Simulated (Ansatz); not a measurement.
Base system: a 16-atom supercell of ZrC in the rock salt structure (space group Fm-3m, No. 225; a = 4.7087 Å) at its relaxed geometry.

All numbers come from DFT with PBE, PAW potentials and a 420 eV plane-wave cutoff in Ansatz (a quantum-chemistry and plane-wave program), no spin-orbit coupling.

Before the change:

- Pressure: 0.0 GPa

Perturbation: a neutral C on a Zr site (antisite), atoms relaxed at fixed cell, starting from a slightly rattled geometry.

Tabulated Pauling electronegativity and covalent radius: Zr 1.33, 1.75 Å; C 2.55, 0.76 Å.

Predict the new pressure.

The pressure goes from zero to -3.0 GPa.

Estimate the effect on the shift of the substituted atom off its lattice site.

The shift of the substituted atom off its lattice site is 1.19 Å.

What does the calculation give for the largest displacement of a host atom from its site in the perfect cell after the change?

The largest displacement of a host atom from its site in the perfect cell amounts to 0.46 Å.

In so small a cell the defect repeats every few ångströms: this is an ordered compound, not a dilute defect. All final runs are without spin polarisation. The defect cell is not spin-polarised.
